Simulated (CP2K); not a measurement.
A self-consistent single point of In2Ni3S2 (P1, 7 atoms in the cell) with CP2K.

Level of theory: LDA (Pade form), GPW, DZVP-MOLOPT-SR-GTH basis, GTH-PADE potentials (GTH_POTENTIALS) in CP2K.

The change in words: atoms moved at random. Reference geometry:
```
In2Ni3S2
1.0
    5.55565     0.00000     0.00000
    2.86317     4.76104     0.00000
    2.86317     1.61919     4.47724
In Ni S
2 3 2
Direct
  0.50000   0.50000   0.50000
  0.00000   0.00000   0.00000
  0.50000   0.00000   0.00000
  0.00000   0.50000   0.00000
  0.00000   0.00000   0.50000
  0.72308   0.72308   0.72308
  0.27692   0.27692   0.27692
```

Reference input (self-consistent single point, DFT LDA (Pade form), GPW, DZVP-MOLOPT-SR-GTH basis, GTH-PADE potentials (GTH_POTENTIALS)): CUTOFF = 600 Ry; REL_CUTOFF = 50 Ry; SMEAR/METHOD = FERMI_DIRAC; ELECTRONIC_TEMPERATURE = 1578.21 K; KPOINTS/SCHEME = MONKHORST-PACK 5 5 5; XC_FUNCTIONAL = PADE; In/BASIS_SET = DZVP-MOLOPT-SR-GTH-q13; In/POTENTIAL = GTH-PADE-q13; Ni/BASIS_SET = DZVP-MOLOPT-SR-GTH-q18; Ni/POTENTIAL = GTH-PADE-q18; S/BASIS_SET = DZVP-MOLOPT-SR-GTH-q6; S/POTENTIAL = GTH-PADE-q6. This run's input differs from it in these lines:

```diff
@@ -68,9 +68,9 @@
     &COORD
-      In       5.64100000     3.19011550     2.23862250
-      In       0.00000000     0.00000000     0.00000000
-      Ni       2.77782600     0.00000000     0.00000000
-      Ni       1.43158700     2.38052000     0.00000000
-      Ni       1.43158700     0.80959550     2.23862250
-      S        8.15777728     4.61341105     3.23740184
-      S        3.12422272     1.76681995     1.23984316
+      In       5.67017588     3.18802167     2.25885965
+      In      -0.00899451     0.00293768     0.00708300
+      Ni       2.81771311    -0.00061406    -0.01345412
+      Ni       1.38997593     2.37451636    -0.01236167
+      Ni       1.47584873     0.89189929     2.19066225
+      S        8.10627503     4.62398575     3.23591539
+      S        3.11299759     1.67971693     1.28778998
     &END COORD
```

Output, abridged:

```
 SCF WAVEFUNCTION OPTIMIZATION

  Step     Update method      Time    Convergence         Total energy    Change
     1 NoMix/Diag. 0.20E+00      -     1.64601425      -642.0523103288 -6.42E+02
     2 Broy./Diag. 0.20E+00      -     0.18782521      -626.8785766550  1.52E+01
     3 Broy./Diag. 0.20E+00      -     0.06208940      -641.3032790112 -1.44E+01
     4 Broy./Diag. 0.20E+00      -     0.14294528      -641.4704776662 -1.67E-01
     5 Broy./Diag. 0.20E+00      -     0.03606084      -639.8756077000  1.59E+00
     6 Broy./Diag. 0.20E+00      -     0.01855155      -640.7929209574 -9.17E-01
   [... 9 lines left out ...]
    16 Broy./Diag. 0.20E+00      -     0.00000841      -641.0185757252 -1.07E-03
    17 Broy./Diag. 0.20E+00      -     0.00000233      -641.0186305395 -5.48E-05
    18 Broy./Diag. 0.20E+00      -     0.00000170      -641.0186464087 -1.59E-05
    19 Broy./Diag. 0.20E+00      -     0.00000017      -641.0186402564  6.15E-06
  *** SCF run converged in    19 steps ***

  Overlap energy of the core charge distribution:               0.00000000007146
  Self energy of the core charge distribution:              -1011.67860471962365
  Core Hamiltonian energy:                                    286.11870964317370
  Hartree energy:                                             153.74402016631242
  Exchange-correlation energy:                                -69.19474425528369
  Electronic entropic energy:                                  -0.00802109080844
  Fermi energy:                                                 0.30080181641703

  Total energy:                                              -641.01864025637951
  Total energy (extrapolated to T->0):                       -641.01462971097533

   [... lines left out ...]

 STRESS| Analytical stress tensor [bar]
 STRESS|                        x                   y                   z
 STRESS|      x       -9.15837441806E+04   1.25255519118E+04  -1.52163485208E+04
 STRESS|      y        1.25255519118E+04  -9.15671379996E+04   2.63108640679E+03
 STRESS|      z       -1.52163485208E+04   2.63108640679E+03  -9.69146308726E+04
 STRESS| 1/3 Trace                                            -9.33551710176E+04
```

The run converged in 19 iterations. Against the reference run the free energy rises by 27.8 meV/atom, the pressure goes from -10.21 to -9.34 GPa and the largest force goes from 0.755 to 2.039 eV/Å.

The starting cell comes from a database of computed structures (which also holds hypothetical and non-ambient phases and stackings), without a prior relaxation at this level. Its lattice was rescaled by a random factor within 2.5 % of one. For this run, on top of that: atoms moved at random. Spin polarisation is off, so a magnetic state, if there is one, cannot be reached. Values carry the incompleteness of an atom-centred basis. With a pressure of about -9 GPa the cell is away from its equilibrium volume at this level. Forces in this geometry exceed 1 eV/Å.

Cost on one core of a shared machine: roughly 4 min.
